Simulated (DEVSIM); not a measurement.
Device: Schottky contact on n-type Si, at 400 K.

```tsv
layer (left to right)	material	thickness (μm)	Nd (cm⁻³)	τn (s)	τp (s)
1	Si	0.380	2.7e16	5.6e-6	5.6e-7
```

Left contact: Schottky, work function 4.47 eV, emission velocity 1.7e6 cm/s. Right contact: ohmic. Voltage is applied to the left contact. Recombination: SRH at mid-gap, radiative, Auger. Gap narrowing is on: ΔEg = 6.92 meV × (l + √(l² + 0.5)), l = ln(N/1.3e17 cm⁻³), shared equally by both band edges. Mobility is μmin + (μ − μmin)/(1 + (N/Nref)^α).

Constants are typed, rounded textbook-type inputs, not results; the design itself was drawn at random and stands for no fabricated device. Values at 300 K; Nc and Nv go as T^1.5, mobilities as T to minus their exponent, the gap by Varshni's rule with the affinity fixed.

```csv
parameter,Si
gap (eV),1.124
affinity (eV),4.05
permittivity,11.7
Nc (cm⁻³),2.86e19
Nv (cm⁻³),3.1e19
μn (cm²/Vs),1417
μp (cm²/Vs),470
"μn,min",52
"μp,min",45
"Nref,n",9.7e16
"Nref,p",2.2e17
αn,0.68
αp,0.72
T exponent of μn,2.3
T exponent of μp,2.2
B (cm³/s),4.7e-15
Cn (cm⁶/s),2.8e-31
Cp (cm⁶/s),9.9e-32
Varshni α (eV/K),0.000473
Varshni β (K),636
```

DEVSIM, 1D drift-diffusion, Boltzmann statistics, complete ionisation; no tunnelling, impact ionisation, image-force lowering or self-heating. Metal contacts follow the ideal Schottky-Mott rule: no Fermi-level pinning, no interface dipoles.

Tabulate band edges, carrier densities and field at zero bias.

Energies count from the Fermi level of the right contact; mesh points crowd at the junctions.

```csv
x (μm),Ec (eV),Ev (eV),n (cm⁻³),p (cm⁻³),field (V/cm)
0.000,0.419,-0.676,2.3e14,1.5e11,-33000
0.005375,0.402,-0.693,3.8e14,8.8e10,-31000
0.01180,0.383,-0.712,6.5e14,5.1e10,-28000
0.01946,0.363,-0.732,1.2e15,2.8e10,-25000
0.03277,0.333,-0.762,2.8e15,1.2e10,-20000
0.04452,0.312,-0.783,5.1e15,6.5e9,-16000
0.05856,0.293,-0.802,8.8e15,3.8e9,-11000
0.08290,0.273,-0.822,1.6e16,2.1e9,-5800
0.1044,0.264,-0.831,2.1e16,1.6e9,-3000
0.1358,0.258,-0.837,2.5e16,1.3e9,-1100
0.1676,0.256,-0.839,2.6e16,1.3e9,-360
0.2120,0.255,-0.840,2.7e16,1.2e9,-78
0.2439,0.255,-0.840,2.7e16,1.2e9,-26
0.2705,0.255,-0.840,2.7e16,1.2e9,-10
0.3007,0.255,-0.840,2.7e16,1.2e9,≈ 0
0.3181,0.255,-0.840,2.7e16,1.2e9,≈ 0
0.3327,0.255,-0.840,2.7e16,1.2e9,≈ 0
0.3449,0.255,-0.840,2.7e16,1.2e9,≈ 0
0.3587,0.255,-0.840,2.7e16,1.2e9,≈ 0
0.3667,0.255,-0.840,2.7e16,1.2e9,≈ 0
0.3734,0.255,-0.840,2.7e16,1.2e9,≈ 0
0.3800,0.255,-0.840,2.7e16,1.2e9,≈ 0
```
